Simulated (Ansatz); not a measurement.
# A computed series for ScAl3: response to strain

Base system: ScAl₃ in the Cu3Au type structure (space group Pm-3m, No. 221; a = 4.087 Å; relaxed with 0.1 eV smearing). Axes: x, y, z lie along the cube axes.

Strains are applied to the cell and any free atomic positions relax; under biaxial strain the out-of-plane vector relaxes too; under stress the whole cell relaxes.

All numbers come from r2SCAN, PAW, 500 eV (Ansatz, a quantum-chemistry and plane-wave program; scalar-relativistic without spin-orbit coupling).

Notes on the quantities. energy relative to the base: free energy F.

| change | energy relative to the base | volume per atom |
|---|---|---|
| base | 0 meV/atom | 17.06 Å³ |
| biaxial strain +0.93 %, plane normal [001], relaxed out of plane | +2.0 meV/atom | 17.31 Å³ |
| biaxial strain −2.33 %, plane normal [110], relaxed out of plane | +14 meV/atom | 16.45 Å³ |
| uniaxial strain ε_xx = +1.66 % | +2.8 meV/atom | 17.35 Å³ |
| uniaxial stress, 3 GPa tension along x | +2.7 meV/atom | 17.25 Å³ |

Beyond what the load breaks, stability against distortions was not tested. All final runs are without spin polarisation.
